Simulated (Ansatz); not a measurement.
Start from CdSe in the wurtzite structure (space group P6_3mc, No. 186; a = 4.302 Å, c = 7.021 Å). Axes: x lies along a and z along c of the hexagonal cell.

The values are results of Ansatz (a first-principles code), PBEsol, PAW, cutoff 420 eV, spin-orbit coupling left out, not measurements.

For the base:

Band gap: 0.54 eV
Pressure: 0.0 kbar

It is then changed as follows: the cell is stretched by 2.40 % along z with no lateral relaxation; the atoms relax in the strained cell.

Q: Predict the new band gap, largest internal atomic displacement and pressure.

A: The band gap shrinks by 0.09 eV (0.54 eV → 0.45 eV); the largest internal atomic displacement amounts to 0.016 Å; the pressure (mean of the normal stresses, compression positive) goes from zero to -11.8 kbar.

Stability against distortions was not tested.
